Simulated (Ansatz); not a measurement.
# AlRu: isotropic strain +1.92 %

Take AlRu in the CsCl type structure (space group Pm-3m, No. 221; a = 2.9832 Å; relaxed with 0.1 eV smearing) as the base.

Perturbation: every lattice vector is stretched by 1.92 %, atoms relaxed at fixed cell.

All numbers come from DFT with r2SCAN, PAW potentials and a 500 eV plane-wave cutoff in Ansatz (a program for electronic structure), no spin-orbit coupling. k-mesh 19×19×19 (Γ-centred); smearing 0.1 eV (Fermi–Dirac).

| quantity | base | changed | shift |
|---|---|---|---|
| volume per atom | 13.27 Å³ | 14.05 Å³ | +0.78 Å³ |
| space group | Pm-3m (No. 221) | Pm-3m (No. 221) | – |
| energy relative to the base (free energy F) | 0 meV/atom | +28 meV/atom | +28 meV/atom |
| band gap | zero | zero | – |

Final structure:

```xyz
2
Lattice="3.0404 0.0000 0.0000 0.0000 3.0404 0.0000 0.0000 0.0000 3.0404" Properties=species:S:1:pos:R:3 pbc="T T T"
Al     0.0000     0.0000     0.0000
Ru     1.5202     1.5202     1.5202
```

Stability against distortions was not tested. The final runs are not spin-polarised.
